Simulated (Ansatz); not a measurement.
The reference is BaTiO3 in the cubic perovskite structure (space group Pm-3m, No. 221; a = 4.019 Å).

Level of theory: Ansatz (a program for electronic structure), PBE, PAW, cutoff 420 eV, no spin-orbit coupling.

Before the change:

- Band gap: 1.78 eV
- Density: 5.96 g/cm³
- Shortest interatomic distance: 2.010 Å

It is then changed as follows: cell and atoms relaxed at a pressure of 5 GPa.

### Question
What does the calculation give for the band gap, density and shortest interatomic distance after the change?

### Answer
The band gap goes up by 0.061 eV to 1.85 eV; the density rises by 0.174 g/cm³ to 6.14 g/cm³; the shortest interatomic distance falls by 0.0192 Å to 1.990 Å.

Load acts through the strain it causes; cell and atoms are relaxed under it. Whether these cells are dynamically stable was not tested. Competing high-pressure phases were not computed. All final runs are without spin polarisation. Many cubic perovskites are stable only at high temperature; tilts and polar distortions were not tested. This is not the structure that BaTiO3 has at room temperature and ambient pressure.
